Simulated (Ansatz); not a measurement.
Structures of equal composition on the (000-1) surface of 4H silicon carbide (C plane on top): (√3x√3)R30° Al adatom at H3; (√3x√3)R30° Al adatom at T4. The slabs share one bottom face, and each structure is named by its start. These are constructed structures in small cells; real faces may alloy, dewet or reconstruct in larger ones, and not all known structures of the face are among them. Slabs of about 11 Å, Fermi-Dirac smearing of 0.025 eV. Bottom of the slabs: H caps. Relaxed from the named starts with such symmetry as they have, on meshes of like density; energies extrapolated to zero smearing; spin only where a row says so; no spin-orbit coupling, no U. Brackets mark spin-polarised runs, whose order is one that fits the cell. Where a second, spin-polarised start was run, the lower counts.

These are r2SCAN, at the PBE geometry (plane waves to 500 eV, PAW; Ansatz, an electronic-structure program) values and carry that method's errors.

### Question
Order them by energy per 1x1 cell (lowest first) at the level r2SCAN, at the PBE geometry.

### Answer
(√3x√3)R30° Al adatom at H3 (0.000 eV, gap 1.64 eV on the mesh), (√3x√3)R30° Al adatom at T4 (0.306 eV, gap 1.01 eV on the mesh)
